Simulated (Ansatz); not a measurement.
Input:

```
CELL_PARAMETERS angstrom
      4.32824     0.00000     0.00000
      0.00000     6.12105     0.00000
      2.16412     3.06053     2.17283
ATOMIC_POSITIONS crystal
  Se 0.50000 0.25042 0.00000
  Cd 0.00000 0.99958 0.00000
```

No spin polarisation.

Computed with Kohn–Sham DFT with the r2SCAN functional, run in Ansatz (a program for electronic structure) with PAW and 500 eV plane waves, no spin-orbit coupling, earlier PAW set. k-mesh 9×9×9 (Γ-centred); smearing 0.05 eV (Fermi–Dirac).

Task: Estimate the valence-band top at Γ (three highest levels, from the VBM).

Result: 0.00, 0.00, -0.02 eV.

Task: Estimate the electron mass.

Result: 0.093 mₑ (at Γ).

Task: Estimate the space group.

Result: Imm2 (No. 44).

Task: Predict the gap character.

Result: Direct at Γ.

The cells carry an imposed strain or load. Effective masses come from finite differences of ±0.01 Å⁻¹. No phonon test of stability was made. The cell was made from CdSe in the zinc blende structure (space group F-43m, No. 216) by this change: biaxial strain −0.20 %, plane normal [110], relaxed out of plane.
